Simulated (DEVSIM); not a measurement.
System: abrupt Si p-n junction, at 350 K.

| layer (left to right) | material | thickness (μm) | Nd (cm⁻³) | Na (cm⁻³) | τn (s) | τp (s) |
|---|---|---|---|---|---|---|
| 1 | Si | 0.850 | - | 1.1e15 | 1.7e-5 | 1.7e-5 |
| 2 | Si | 180 | 1.1e14 | - | 1.7e-5 | 1.7e-5 |

Left contact: ohmic. Right contact: ohmic. Voltage is applied to the left contact. Recombination: SRH at mid-gap, Auger. Mobility is constant in doping.

The device is made up for the run: typed textbook-type constants, with dimensions and the other settings drawn at random. Values at 300 K; Nc and Nv go as T^1.5, mobilities as T to minus their exponent, the gap by Varshni's rule with the affinity fixed.

| parameter | Si |
|---|---|
| gap (eV) | 1.124 |
| affinity (eV) | 4.05 |
| permittivity | 11.7 |
| Nc (cm⁻³) | 2.86e19 |
| Nv (cm⁻³) | 3.1e19 |
| μn (cm²/Vs) | 1417 |
| μp (cm²/Vs) | 470 |
| T exponent of μn | 2.3 |
| T exponent of μp | 2.2 |
| Cn (cm⁶/s) | 2.8e-31 |
| Cp (cm⁶/s) | 9.9e-32 |
| Varshni α (eV/K) | 0.000473 |
| Varshni β (K) | 636 |

Model (solved in DEVSIM): 1D drift-diffusion, Boltzmann statistics, complete ionisation; no tunnelling, impact ionisation, image-force lowering or self-heating.

Task: Tabulate band edges, carrier densities and field at zero bias.

Result: Energies count from the Fermi level of the right contact; mesh points crowd at the junctions.

```tsv
x (μm)	Ec (eV)	Ev (eV)	n (cm⁻³)	p (cm⁻³)	field (V/cm)
0.000	0.795	-0.316	1.3e8	1.1e15	-22
0.03869	0.795	-0.316	1.3e8	1.1e15	-23
0.1361	0.794	-0.316	1.3e8	1.1e15	-35
0.3813	0.792	-0.319	1.4e8	1.0e15	-190
0.7278	0.765	-0.346	3.5e8	4.1e14	-1900
0.8168	0.743	-0.367	7.1e8	2.0e14	-3000
0.8531	0.731	-0.379	1.1e9	1.3e14	-3500
0.9262	0.707	-0.404	2.4e9	6.0e13	-3200
1.093	0.656	-0.455	1.3e10	1.1e13	-2900
1.536	0.545	-0.566	5.1e11	2.8e11	-2100
2.717	0.404	-0.707	5.5e13	2.6e9	-440
7.808	0.383	-0.728	1.1e14	1.3e9	≈ 0
19.42	0.383	-0.728	1.1e14	1.3e9	≈ 0
50.34	0.383	-0.728	1.1e14	1.3e9	≈ 0
135.9	0.383	-0.728	1.1e14	1.3e9	≈ 0
164.0	0.383	-0.728	1.1e14	1.3e9	≈ 0
174.8	0.383	-0.728	1.1e14	1.3e9	≈ 0
178.6	0.383	-0.728	1.1e14	1.3e9	≈ 0
180.2	0.383	-0.728	1.1e14	1.3e9	≈ 0
180.6	0.383	-0.728	1.1e14	1.3e9	≈ 0
180.8	0.383	-0.728	1.1e14	1.3e9	≈ 0
180.8	0.383	-0.728	1.1e14	1.3e9	≈ 0
```
